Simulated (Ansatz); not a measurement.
Worked example: self-consistent single point of Sn₃P₄ (C2, 7 atoms in the cell) in Ansatz (a first-principles code).

Level of theory: PBEsol, default PAW files made with PBE (plane waves; Ansatz).

```
Sn3P4
1.0
    3.43838    -2.50018     0.00000
    3.43838     2.50018     0.00000
   -2.70321     0.00000    10.28363
Sn P
3 4
Cartesian
  3.43838   2.25867   0.00000
 -0.28142  -0.03395   6.45863
  4.45496  -0.03395   3.82500
  1.53187   1.21244   1.49688
  2.64167   1.21244   8.78674
  1.89769  -0.01890   3.19718
  2.27585  -0.01890   7.08645
```

Reference input (self-consistent single point, DFT, PBEsol, plane waves, default PAW files made with PBE): kpoints.mp_grid.grid = 7 7 3; hamiltonian.xc = pbesol; hamiltonian.pseudopotentials = {kind: paw} (the program's default PAW files); scf.occupations.method = methfessel_paxton; scf.occupations.width = 0.2 eV. This run's input differs from it in these lines:

```diff
@@ -24,3 +24,3 @@
     method: methfessel_paxton
-    width: 0.2 eV
+    width: 0.002 eV
 output:
```

Output, abridged:

```
SCF iter   1: F=—  HF=-20808.174587 eV  |F-HF|=—  |Δ(HF+E_count)|=         —  Δρ=4.42e-3  dr2=6.72e-2  ethr=1.77e-3  ⟨swp⟩=9.4  Hψ=8607  notcnv=0
all-band conjugate gradients solve this SCF's bands
preconditioner: auto → Resta (q_TF=auto, 2.291 Å⁻¹)
SCF iter   2: F=—  HF=-20808.155281 eV  |F-HF|=—  |Δ(HF+E_count)|=   1.93e-2  S|Δr|=    0.00e0  Δρ=2.16e-3  dr2=1.12e-2  ethr=1.08e-4  ⟨swp⟩=3.0  Hψ=2839  notcnv=0  defer=94
   [... lines left out ...]
SCF iter   5: F=—  HF=-20808.152548 eV  |F-HF|=—  |Δ(HF+E_count)|=   1.61e-5  S|Δr|=    0.00e0  Δρ=6.44e-5  dr2=2.39e-5  ethr=1.83e-7  ⟨swp⟩=3.9  Hψ=3602  notcnv=0  defer=94
SCF iter   6: F=—  HF=-20808.152544 eV  |F-HF|=—  |Δ(HF+E_count)|=   3.48e-6  S|Δr|=    0.00e0  Δρ=2.19e-5  dr2=1.24e-6  ethr=3.86e-8  ⟨swp⟩=3.0  Hψ=3070  notcnv=0  defer=94
SCF iter   7: F=-20808.152545 eV  HF=-20808.152545 eV  |F-HF|=2.91e-8  |Δ(HF+E_count)|=   8.23e-7  S|Δr|=    0.00e0  Δρ=4.30e-6  dr2=4.19e-8  ethr=1.61e-10  ⟨swp⟩=12.4  Hψ=8938  notcnv=0
SCF 1 converged in 7 iterations: F = -20808.152545 eV  dr2 = 4.19e-8
Stability not checked (fill_not_monotonic)
Free energy (F): -20808.152545 eV
Internal energy: -20808.152535 eV  (E = F + TS)
E sigma→0 (E₀):  -20808.152542 eV
Entropy (-TS):   -0.000010 eV (-0.001 meV/atom)
Fermi energy:    7.684451 eV
--- Forces (eV/Å), atoms counted from 1 ---
  atom   1  Sn     0.00000000    -0.22139204    -0.00000000
  atom   2  Sn    -0.00180191     0.14079977    -0.24109520
  atom   3  Sn     0.00180191     0.14079977     0.24109520
  atom   4  P     -0.20377249     0.35166210    -0.41477484
   [... lines left out ...]
  atom   7  P      0.02637732    -0.38175631    -0.40535525
--- Stress (GPa, compression-positive) ---
        0.860063       0.000000       0.394789
        0.000000       1.731268      -0.000000
        0.394789      -0.000000       1.812630
  P = ⅓ Tr σ = 1.4680 GPa (14.680 kbar)
  The stress holds the Pulay correction. Without it, at fixed plane waves, as pw.x and ABINIT print it: P = 1.4325 GPa
```

The run converged in 7 iterations. Against the reference run the free energy stays essentially unchanged (within 1 meV/atom), the pressure hardly changes (1.50 to 1.47 GPa) and the largest force goes from 0.561 to 0.581 eV/Å.

The starting cell comes from a database of computed structures (which also holds hypothetical and non-ambient phases and stackings), without a prior relaxation at this level. Its lattice was rescaled by a random factor within 2.5 % of one. Ansatz's pressure includes its estimate of the finite-basis (Pulay) stress. The run gives no clean gap (levels at the Fermi energy touch, overlap or are partly filled at this smearing), which alone does not show that the compound is a metal.

Keys are those of Ansatz 0.2.
